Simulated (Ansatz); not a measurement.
**SiGe: pressure 30 GPa**

Base system: SiGe in the wurtzite structure (space group P6_3mc, No. 186; a = 3.900 Å, c = 6.443 Å; a model cell, its experimental status unchecked).

The change: cell and atoms relaxed at a pressure of 30 GPa.

Method: Kohn–Sham DFT with the PBEsol functional, run in Ansatz (a program for electronic structure) with PAW and 420 eV plane waves, scalar-relativistic without spin-orbit coupling, earlier PAW set. Settings: 10×10×5 k-points, 0.05 eV Fermi–Dirac smearing.

```csv
quantity,base,changed,shift
volume per atom,21.22 Å³,16.92 Å³,-4.30 Å³
density,3.94 g/cm³,4.94 g/cm³,+1.00 g/cm³
lattice parameter a,7.371 bohr,6.818 bohr,-0.553 bohr
c/a ratio,1.652,1.664,+0.012
shortest interatomic distance,4.523 bohr,4.198 bohr,-0.325 bohr
enthalpy H = E + PV relative to the base's energy,–,+3.50 eV/atom,–
band gap,0.35 eV,zero,–
```

Final structure:

```xyz
4
Lattice="3.6079 0.0000 0.0000 -1.8040 3.1245 0.0000 0.0000 0.0000 6.0049" Properties=species:S:1:pos:R:3 pbc="T T T"
Ge     1.8040     1.0415     5.9947
Ge     0.0000     2.0830     2.9923
Si     1.8040     1.0415     3.7644
Si     0.0000     2.0830     0.7620
```

The mesh was chosen for an insulator and is coarse for the gapless case. Load acts through the strain it causes; cell and atoms are relaxed under it. Stability against distortions was not tested. Competing high-pressure phases were not computed. All final runs are without spin polarisation. A zero or small gap of SiGe under pressure 30 GPa can be the functional's error rather than a property of the material.
